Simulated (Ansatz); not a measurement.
Structure of amorphous Si30N45P3 (periodic cell):

```xyz
78
Lattice="9.6269 -0.0582 -0.0991 -0.0582 9.7924 -0.0141 -0.0991 -0.0141 9.5284" Properties=species:S:1:pos:R:3 pbc="T T T"
Si     0.9781     8.5616     5.8795
Si     2.5504     6.2090     2.2206
Si     1.7096     0.3579     7.6376
Si     8.7081     0.9630     3.7909
Si     3.3958     4.6096     9.3766
Si     1.7927     1.5164     5.0950
Si     0.0668     7.8406     3.1429
Si     4.9240     0.2733     1.4237
Si     2.5690     9.1561     3.1395
Si     7.0231     6.5259     6.1922
Si     7.8207     1.9904     8.5945
Si     9.0655     4.0607     6.9707
Si     5.2799     7.7883     3.3820
Si     8.2722     9.0826     8.0556
Si     4.5515     2.8424     5.2080
Si     4.2350     5.4697     6.6115
Si     6.8172     1.9047     6.0395
Si     8.6541     0.4782     1.2809
Si     0.8885     4.0753     0.6381
Si     6.6729     4.5380     0.5641
Si     6.7562     8.9121     5.6602
Si     1.8317     3.6418     7.2472
Si     7.3600     7.6363     1.1708
Si     0.0205     5.5944     5.1393
Si     6.4531     2.6101     2.8201
Si     5.4867     9.3599     8.0974
Si     4.9501     2.3090     8.6328
Si     3.2408     2.1542     1.6249
Si     3.8109     8.4894     5.7248
Si     1.3094     3.5207     3.5782
N      9.2215     1.4550    -0.0021
N      3.1265     0.3583     1.8000
N      9.4471     4.6788     3.5408
N      7.0811     0.5265     7.8705
N      5.0570     7.9189     8.8662
N      8.2834     5.3789     6.1139
N      7.7728     1.5573     2.4460
N      8.0782     2.6995     7.0023
N      6.4933     3.0039     9.2379
N      5.0138     1.9378     2.1039
N      1.7156     7.7106     2.5126
N      4.0391     8.8390     4.0223
N      3.5375     6.7331     5.6163
N      0.8862     4.3492     5.9873
N      5.1847     9.2244     6.3968
N      0.2889     7.3144     4.8889
N      2.2939     5.0970     3.6032
N      8.3751     6.7759     2.3826
N      6.8493     4.3607     2.3232
N      1.9459     1.8762     6.8834
N      8.2279     8.8137     0.2789
N      7.5542     7.9779     6.9222
N      5.9296     8.5820     1.9696
N      3.0169     2.4737     4.4286
N      0.6070     3.9139     8.4327
N      2.2313     5.3811     0.7452
N      5.7637     5.8758     7.2456
N      4.2424     6.3876     2.9463
N      3.5968     2.9027     0.0097
N      0.3893     2.1266     4.3188
N      8.9444     4.4679     0.9597
N      5.0296     5.2751     0.1503
N      0.1664     9.3148     7.3111
N      6.4298     7.4403     4.7077
N      4.4694     4.5807     5.1642
N      1.7016     3.0117     1.9048
N      7.6646     0.5153     5.1483
N      1.6168     9.6279     4.6031
N      3.1826     4.6516     7.6501
N      9.1857     9.4171     2.7458
N      5.1554     2.3323     6.8241
N      7.1597     6.2613     0.0807
N      2.4958     8.8580     6.8265
N      6.1318     2.5723     4.5367
N      4.8440     0.6566     9.2228
P      3.6372     5.6655     4.3034
P      8.4320     5.0398     2.3463
P      5.6368     6.4826     8.8143
```

These are PBE, scalar-relativistic without spin-orbit coupling (plane waves to 420 eV, PAW; Ansatz, a first-principles code) values and carry that method's errors.

It comes from a melt-quench run on a machine-learned potential (CHGNet), relaxed afterwards by DFT. N atoms were pushed apart under 1.9 Å during the dynamics, to hinder bonds among them. The hot cell started wider than the set density and was brought back towards it in steps. It is the lowest in DFT energy of 2 quenches. It is a model cell: composition and starting density were chosen by hand, and all elements were melted together. No dispersion term was used. Its density started from a set value of 2.90 and ended at 2.90 g/cm³. The quench (nominally 380 K/ps over its main leg) was far faster than any real one, so the model tends to hold more defects than a real film. A cell of this size samples the disorder only roughly. The volume was held where the preparation left it and the shape relaxed, at a PBE pressure of -1.9 GPa (tension). Stress components on the final sampling reach 2.0 GPa. On a 2×2×2 Γ-centred mesh force components of up to 0.14 eV/Å stay, since the relaxation ran on the zone centre alone.

Bonds are counted up to Si-Si 2.60 Å, Si-N 2.08 Å, Si-P 2.55 Å, N-N 1.70 Å, N-P 2.14 Å, P-P 2.50 Å. Two cations that share two anions don't count as bonded, nor two that share one unless they lie closer than Si-Si 2.38 Å, Si-P 2.33 Å, P-P 2.29 Å.

Q: Give the coordination numbers, mean bond lengths and angles.

A: 
The mean coordination of Si by anions comes out as 3.97 (1 with 3, 29 with 4) and the mean coordination of N is 2.91 (4 with 2, 41 with 3). The mean coordination of P by anions is 4.00 (3 with 4) and the mean Si-N bond is 1.772 Å (spread 0.051 Å, 119 counted). The mean N-P bond is 1.648 Å (spread 0.054 Å, 12 counted) and the bond angle at Si comes out as mean 109.1°, spread 13.6°. The bond angle at N is mean 117.2°, spread 17.4° and the bond angle at P comes out as mean 109.5°, spread 9.6°.

Q: Which atoms depart from the most common coordination of their element?

A: Si3 has 3 (N50 1.71 Å, N63 1.73 Å, N73 1.74 Å); N31 has 2 (Si11 1.69 Å, Si18 1.71 Å); N35 has 2 (P78 1.55 Å, Si26 1.69 Å); N54 has 2 (Si6 1.69 Å, Si15 1.76 Å; Si30 at 2.18 Å just beyond); N61 has 2 (P77 1.59 Å, Si19 1.69 Å).

Q: List the pairs of like atoms that count as bonded by the rules above.

A: There are none by these rules.
